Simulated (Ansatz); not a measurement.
Consider Ga2O3 (space group R-3m, No. 166; a = 2.988 Å, c = 22.852 Å (hexagonal axes); a hypothetical phase, not in the database extracts checked).

Modification: cell and atoms relaxed at a pressure of 1.5 GPa.

Levels (all Ansatz, a quantum-chemistry and plane-wave program, PAW): PBEsol (420 eV, no spin-orbit coupling); PBEsol+SOC (420 eV, noncollinear with spin-orbit coupling).

The geometry is relaxed with PBEsol.

- PBEsol valence-band top at Γ = 0.00, -0.81, -0.81 eV
- PBEsol gap character = direct at Γ
- PBEsol band gap = 2.53 eV

**Question.** What does PBEsol+SOC give at this geometry for the valence-band top at Γ, gap character and band gap?

**Answer.** The valence-band top at Γ (three highest Kramers pairs, from the VBM) goes from 0.00, -0.81, -0.81 eV to 0.00, -0.81, -0.82 eV; the gap character is still direct at Γ; the band gap remains 2.53 eV.

Single points use the geometry relaxed with PBEsol. Differences between runs with and without spin-orbit coupling are approximate. Load acts through the strain it causes; cell and atoms are relaxed under it. Whether these cells are dynamically stable was not tested.
